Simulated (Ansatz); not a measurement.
Pair distribution function (total) of Ta (bcc), cell Ta54, started from the crystal [in the run: it stayed crystalline; mean temperature 1672 K (target 1640 K); density 15.79 g/cm³, volume +6 % from the start crystal's; mean pressure -0.4 GPa against a target of 0; one k-point, which a denser mesh shifts by 0.2 GPa in pressure and 0.07 eV/Å in forces], from MD at 1672 K. Computed with PBE (plane waves, PAW; Ansatz, a first-principles code). Volume per atom 19.03 Å³, mean pressure -0.4 GPa. 

(r (Å), g(r)): (1.90, 0.00); (1.94, 0.00); (1.98, 0.00); (2.02, 0.00); (2.06, 0.00); (2.10, 0.00); (2.14, 0.00); (2.18, 0.00); (2.22, 0.00); (2.26, 0.00); (2.30, 0.00); (2.34, 0.00); (2.38, 0.01); (2.42, 0.03); (2.46, 0.06); (2.50, 0.14); (2.54, 0.26); (2.58, 0.53); (2.62, 0.84); (2.66, 1.29); (2.70, 1.80); (2.74, 2.42); (2.78, 2.83); (2.82, 3.11); (2.86, 3.35); (2.90, 3.38); (2.94, 3.26); (2.98, 3.08); (3.02, 2.82); (3.06, 2.65); (3.10, 2.33); (3.14, 2.23); (3.18, 2.07); (3.22, 2.02); (3.26, 1.91); (3.30, 1.80); (3.34, 1.76); (3.38, 1.62); (3.42, 1.51); (3.46, 1.35); (3.50, 1.19); (3.54, 0.99); (3.58, 0.86); (3.62, 0.64); (3.66, 0.51); (3.70, 0.38); (3.74, 0.27); (3.78, 0.20); (3.82, 0.13); (3.86, 0.10); (3.90, 0.06); (3.94, 0.04); (3.98, 0.03); (4.02, 0.01); (4.06, 0.01); (4.10, 0.02); (4.14, 0.02); (4.18, 0.03); (4.22, 0.05); (4.26, 0.08); (4.30, 0.11); (4.34, 0.20); (4.38, 0.30); (4.42, 0.43); (4.46, 0.58); (4.50, 0.74); (4.54, 0.95); (4.58, 1.13); (4.62, 1.32); (4.66, 1.41); (4.70, 1.56); (4.74, 1.58); (4.78, 1.57); (4.82, 1.48); (4.86, 1.34); (4.90, 1.20); (4.94, 1.04); (4.98, 0.86); (5.02, 0.71)

Task: From the above, determine where the first shell ends and the number of neighbours in it.

Result: first minimum near 4.1 Å (g down to about 0.01); 14.0 neighbours in the shell, from n = 4πρ∫r²g(r)dr.
